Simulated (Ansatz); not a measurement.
Consider MgS in the rock salt structure (space group Fm-3m, No. 225; a = 5.182 Å). Axes: x, y, z lie along the cube axes.

Now apply this change: uniaxial stress, 3 GPa tension along x; all other stress components relax to zero.

Levels (all Ansatz, a quantum-chemistry and plane-wave program, PAW): PBEsol (420 eV, no SOC); HSE06+SOC (420 eV, with spin-orbit coupling).

The geometry is relaxed with PBEsol.

| Property | Result |
|---|---|
| PBEsol valence-band top at Γ | 0.00, -0.12, -0.12 eV |
| PBEsol band gap | 2.57 eV |

Q: How does going to HSE06+SOC change the valence-band top at Γ and band gap?

A: The valence-band top at Γ (three highest Kramers pairs, from the VBM) becomes 0.00, -0.12, -0.20 eV (PBEsol: 0.00, -0.12, -0.12 eV); the band gap grows by 1.08 eV, from 2.57 eV to 3.65 eV.

Single points use the geometry relaxed with PBEsol. HSE06 was sampled on its mesh, a few special points and the semilocal edge points, so its gap is an upper bound. The spin-orbit shifts are approximate. Load acts through the strain it causes; cell and atoms are relaxed under it. Stability under load was not tested beyond the relaxation.
